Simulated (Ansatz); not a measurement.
The structure below was relaxed with Ansatz (an electronic-structure program), r2SCAN, PAW, cutoff 500 eV, no spin-orbit coupling, earlier PAW set.

Space group Fm-3m (No. 225); a = b = c = 3.8857 Å, α = β = γ = 90.00°

```json
[
 {"atom": "P", "site": "4a", "symmetry": "m-3m", "x": "0.0000", "y": "0.0000", "z": "0.0000"}
]
```

Problem. Write out a cell with all atoms.

Solution. 
```
P
1.0
    3.88570     0.00000     0.00000
    0.00000     3.88570     0.00000
    0.00000     0.00000     3.88570
P
4
Direct
  0.00000   0.00000   0.00000
  0.00000   0.50000   0.50000
  0.50000   0.00000   0.50000
  0.50000   0.50000   0.00000
```
This is the conventional cell.

Stability against distortions was not tested. The cell was made from Au by this change: Au → P; the result is a hypothetical phase, not in the database extracts checked.
